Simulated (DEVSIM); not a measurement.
System: Schottky contact on n-type InP, at 300 K.

```tsv
layer (left to right)	material	thickness (μm)	Nd (cm⁻³)	τn (s)	τp (s)
1	InP	0.630	1.9e15	2e-8	6e-9
```

Left contact: Schottky, work function 5.24 eV, emission velocity 3.3e6 cm/s. Right contact: ohmic. Voltage is applied to the left contact. Recombination: SRH at mid-gap, radiative. Mobility is constant in doping.

The device is made up for the run: typed textbook-type constants, with dimensions and the other settings drawn at random. Values at 300 K.

```csv
parameter,InP
gap (eV),1.344
affinity (eV),4.38
permittivity,12.5
Nc (cm⁻³),5.7e17
Nv (cm⁻³),1.1e19
μn (cm²/Vs),5200
μp (cm²/Vs),170
B (cm³/s),1.2e-10
```

DEVSIM, 1D drift-diffusion, Boltzmann statistics, complete ionisation; no tunnelling, impact ionisation, image-force lowering or self-heating. Metal contacts follow the ideal Schottky-Mott rule: no Fermi-level pinning, no interface dipoles.

Q: Tabulate band edges, carrier densities and field at -2.0 V on the left contact.

A: Energies count from the Fermi level of the right contact; mesh points crowd at the junctions.

```json
[
 {"x (μm)": "0.000", "Ec (eV)": "2.860", "Ev (eV)": "1.516", "n (cm⁻³)": "< 1e2", "p (cm⁻³)": "8.1e10", "field (V/cm)": "-52000"},
 {"x (μm)": "0.006606", "Ec (eV)": "2.826", "Ev (eV)": "1.482", "n (cm⁻³)": "< 1e2", "p (cm⁻³)": "2.2e10", "field (V/cm)": "-52000"},
 {"x (μm)": "0.01489", "Ec (eV)": "2.783", "Ev (eV)": "1.439", "n (cm⁻³)": "< 1e2", "p (cm⁻³)": "4.2e9", "field (V/cm)": "-51000"},
 {"x (μm)": "0.02526", "Ec (eV)": "2.730", "Ev (eV)": "1.386", "n (cm⁻³)": "< 1e2", "p (cm⁻³)": "5.4e8", "field (V/cm)": "-51000"},
 {"x (μm)": "0.04330", "Ec (eV)": "2.639", "Ev (eV)": "1.295", "n (cm⁻³)": "< 1e2", "p (cm⁻³)": "1.6e7", "field (V/cm)": "-51000"},
 {"x (μm)": "0.06088", "Ec (eV)": "2.550", "Ev (eV)": "1.206", "n (cm⁻³)": "< 1e2", "p (cm⁻³)": "510000", "field (V/cm)": "-50000"},
 {"x (μm)": "0.08291", "Ec (eV)": "2.441", "Ev (eV)": "1.097", "n (cm⁻³)": "< 1e2", "p (cm⁻³)": "9900", "field (V/cm)": "-49000"},
 {"x (μm)": "0.1212", "Ec (eV)": "2.253", "Ev (eV)": "0.909", "n (cm⁻³)": "< 1e2", "p (cm⁻³)": "2300", "field (V/cm)": "-48000"},
 {"x (μm)": "0.1585", "Ec (eV)": "2.075", "Ev (eV)": "0.731", "n (cm⁻³)": "< 1e2", "p (cm⁻³)": "2200", "field (V/cm)": "-47000"},
 {"x (μm)": "0.2053", "Ec (eV)": "1.856", "Ev (eV)": "0.512", "n (cm⁻³)": "< 1e2", "p (cm⁻³)": "1900", "field (V/cm)": "-46000"},
 {"x (μm)": "0.2639", "Ec (eV)": "1.591", "Ev (eV)": "0.247", "n (cm⁻³)": "< 1e2", "p (cm⁻³)": "1600", "field (V/cm)": "-44000"},
 {"x (μm)": "0.3514", "Ec (eV)": "1.212", "Ev (eV)": "-0.132", "n (cm⁻³)": "100", "p (cm⁻³)": "1100", "field (V/cm)": "-42000"},
 {"x (μm)": "0.4130", "Ec (eV)": "0.959", "Ev (eV)": "-0.385", "n (cm⁻³)": "170", "p (cm⁻³)": "720", "field (V/cm)": "-40000"},
 {"x (μm)": "0.4622", "Ec (eV)": "0.764", "Ev (eV)": "-0.580", "n (cm⁻³)": "85000", "p (cm⁻³)": "380", "field (V/cm)": "-39000"},
 {"x (μm)": "0.5126", "Ec (eV)": "0.570", "Ev (eV)": "-0.774", "n (cm⁻³)": "1.5e8", "p (cm⁻³)": "< 1e2", "field (V/cm)": "-38000"},
 {"x (μm)": "0.5416", "Ec (eV)": "0.462", "Ev (eV)": "-0.882", "n (cm⁻³)": "9.7e9", "p (cm⁻³)": "< 1e2", "field (V/cm)": "-37000"},
 {"x (μm)": "0.5647", "Ec (eV)": "0.378", "Ev (eV)": "-0.966", "n (cm⁻³)": "2.6e11", "p (cm⁻³)": "< 1e2", "field (V/cm)": "-36000"},
 {"x (μm)": "0.5832", "Ec (eV)": "0.312", "Ev (eV)": "-1.032", "n (cm⁻³)": "3.3e12", "p (cm⁻³)": "< 1e2", "field (V/cm)": "-36000"},
 {"x (μm)": "0.6021", "Ec (eV)": "0.244", "Ev (eV)": "-1.099", "n (cm⁻³)": "4.5e13", "p (cm⁻³)": "< 1e2", "field (V/cm)": "-35000"},
 {"x (μm)": "0.6130", "Ec (eV)": "0.206", "Ev (eV)": "-1.138", "n (cm⁻³)": "2.0e14", "p (cm⁻³)": "< 1e2", "field (V/cm)": "-35000"},
 {"x (μm)": "0.6217", "Ec (eV)": "0.176", "Ev (eV)": "-1.168", "n (cm⁻³)": "6.3e14", "p (cm⁻³)": "< 1e2", "field (V/cm)": "-35000"},
 {"x (μm)": "0.6300", "Ec (eV)": "0.147", "Ev (eV)": "-1.196", "n (cm⁻³)": "1.9e15", "p (cm⁻³)": "< 1e2", "field (V/cm)": "-35000"}
]
```
